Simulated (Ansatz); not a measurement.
# Short convergence ladders for ZrNi (Cmcm, 4 atoms in the cell)

```xyz
4
Lattice="1.6394 -5.0462 0.0000 1.6394 5.0462 0.0000 0.0000 0.0000 4.0574" Properties=species:S:1:pos:R:3 pbc="T T T"
Zr     1.6394    -1.3910     1.0144
Zr     1.6394     1.3910     3.0431
Ni     1.6394    -4.2068     1.0144
Ni     1.6394     4.2068     3.0431
```

Base method: LDA (PW92), default PAW files made with PBE (plane waves; Ansatz, an electronic-structure program).

Base settings: basis.ecutwfc = 420 eV; kpoints.mp_grid.grid = 9 9 7; hamiltonian.xc = lda; hamiltonian.pseudopotentials = {kind: paw} (the program's default PAW files); scf.occupations.method = fermi_dirac; scf.occupations.width = 0.1 eV.

Core times come from one kind of shared machine, to one figure; runs under 30 s give none.

**Zone-centre phonons against the cutoff**

In this ladder: phonons.method = dfpt.

The mesh stays at the base's, so the ladder's end is converged at best in this setting alone.

Frequencies are those of the unrelaxed cell, without the LO-TO term of polar crystals.

Only quantities that move along the ladder and can be compared are tabulated.

```tsv
basis.ecutwfc	highest zone-centre frequency (cm⁻¹)	lowest optical frequency (cm⁻¹)	core time / last (rough)
210 eV	160.0	56.1	0.4
250 eV	195.5	115.5	0.3
295 eV	206.5	111.6	0.2
420 eV	191.0	109.5	0.4
630 eV	190.9	109.5	1
```

Coarsest basis.ecutwfc that holds the highest zone-centre frequency within 5 cm⁻¹ of the last step, with all finer ones: 420 eV, at about 0.4 of the last step's time; the step before is off by 16 cm⁻¹.

Coarsest basis.ecutwfc that holds the lowest optical frequency within 10 cm⁻¹ of the last step, with all finer ones: 250 eV, at about 0.3 of the last step's time; the step before is off by 53 cm⁻¹.

**Zone-centre phonons against the mesh**

In this ladder: phonons.method = dfpt.

Frequencies are those of the unrelaxed cell, without the LO-TO term of polar crystals.

Only quantities that move along the ladder and can be compared are tabulated.

| kpoints.mp_grid.grid | highest zone-centre frequency (cm⁻¹) | lowest optical frequency (cm⁻¹) | core time / last (rough) |
|---|---|---|---|
| 3 3 2 | 213.4 | 106.4 | 0.10 |
| 4 4 4 | 185.8 | 100.1 | 0.09 |
| 7 7 5 | 191.8 | 108.6 | 0.2 |
| 10 10 8 | 191.1 | 111.1 | 1 |

Coarsest kpoints.mp_grid.grid that holds the highest zone-centre frequency within 10 cm⁻¹ of the last step, with all finer ones: 4 4 4, at about 0.09 of the last step's time; the step before is off by 22 cm⁻¹.

Coarsest kpoints.mp_grid.grid that holds the lowest optical frequency within 10 cm⁻¹ of the last step, with all finer ones: 7 7 5, at about 0.2 of the last step's time; the step before is off by 11 cm⁻¹.

On the base run: the starting cell comes from a database of computed structures (which also holds hypothetical and non-ambient phases and stackings), without a prior relaxation at this level. Its lattice was rescaled by up to half a per cent. Spin polarisation is off. In the base run, with a pressure of about -9 GPa the cell is away from its equilibrium volume at this level.

Keys are those of Ansatz 0.2.
